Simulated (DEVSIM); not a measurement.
Structure: TaN/AlN/p-Si capacitor, at 300 K.

```
layer (left to right)  material  thickness (nm)  Na (cm⁻³)
---------------------  --------  --------------  ---------
1                           AlN            4.00          -
2                            Si           17000     1.1e15
```

Metal gate on the left, work function 4.4 eV. Fixed charge at the semiconductor interface 1.1e10 cm⁻² (in units of +e); no interface traps.

The device is made up for the run: typed textbook-type constants, with dimensions and the other settings drawn at random. Values at 300 K.

```
parameter      AlN       Si
-------------  ---  -------
gap (eV)       6.1    1.124
affinity (eV)  1.9     4.05
permittivity   8.5     11.7
Nc (cm⁻³)        -  2.86e19
Nv (cm⁻³)        -   3.1e19
```

Model (solved in DEVSIM): 1D Poisson equation in equilibrium, Boltzmann statistics, complete ionisation; no quantum confinement or tunnelling. Metal contacts follow the ideal Schottky-Mott rule: no Fermi-level pinning, no interface dipoles.

Question: Give the band bending (positive: bands bend down) and minority sheet density.

Answer: 
```tsv
Vg (V)	ψs (V)	minority carriers (cm⁻²)
-1	-0.256	< 1e8
-0.7	-0.157	< 1e8
-0.4	0.107	< 1e8
-0.1	0.404	< 1e8
0.2	0.696	6.8e10
0.5	0.837	1.9e12
```
